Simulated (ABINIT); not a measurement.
Band structure of KI (Fm-3m, 2 atoms in the cell).

```
KI
1.0
    0.00000     3.53500     3.53500
    3.53500     0.00000     3.53500
    3.53500     3.53500     0.00000
K I
1 1
Direct
  0.00000   0.00000   0.00000
  0.50000   0.50000   0.50000
```

Level of theory: PBE, norm-conserving pseudopotentials (PseudoDojo nc-sr-05 PBE standard) (plane waves; ABINIT).

Settings: pseudos = [K.upf, I.upf]; ecut = 37 Ha; ixc = 11; occopt = 3; tsmear = 0.00183747 Ha; ngkpt = 4 4 4; nshiftk = 1; shiftk = 0 0 0; potentials = PseudoDojo nc-sr-05 PBE standard; kptopt = 1; nstep = 50; tolvrs1 = 1e-11; ndtset = 2.

The starting cell has typed, rounded lattice constants, without a prior relaxation at this level. Spin-orbit coupling is off.

Predict the gap along the standard path and the places of the band edges.

The gap along the path is 3.96 eV, direct at Γ to within 0.01 eV.

Levels in eV from the top of the valence band on the SCF mesh, bands 5 to 12:
```csv
point,5,6,7,8,9,10,11,12
Γ,-10.50,0.00,0.00,0.00,3.96,6.51,6.51,6.51
X,-10.36,-0.99,-0.36,-0.36,4.94,5.77,8.10,8.69
W,-10.30,-0.72,-0.72,-0.60,6.47,6.47,6.64,8.17
K,-10.30,-0.85,-0.75,-0.38,5.62,6.63,7.62,8.27
L,-10.23,-1.31,-0.33,-0.33,5.52,7.70,8.16,8.16
U,-10.30,-0.85,-0.75,-0.38,5.62,6.63,7.62,8.27
```
